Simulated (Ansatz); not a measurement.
Cl on the 1x1 (111) surface of fcc Ir, one in a 2x2 cell, energies for each (26.0 Å²). Energies are against ½ Cl2(g), without zero-point or thermal terms; each row is named by its start.

These are PBE (plane waves to 420 eV, PAW; Ansatz, a program for electronic structure) values and carry that method's errors.

Which site binds most strongly?
A) top Ir
B) hollow Ir-Ir-Ir over Ir at depth 4.4 Å
C) hollow Ir-Ir-Ir over Ir at depth 2.2 Å

B, hollow Ir-Ir-Ir over Ir at depth 4.4 Å. Adsorption energies: hollow Ir-Ir-Ir over Ir at depth 4.4 Å -1.39 eV; hollow Ir-Ir-Ir over Ir at depth 2.2 Å -1.28 eV; top Ir -1.18 eV.
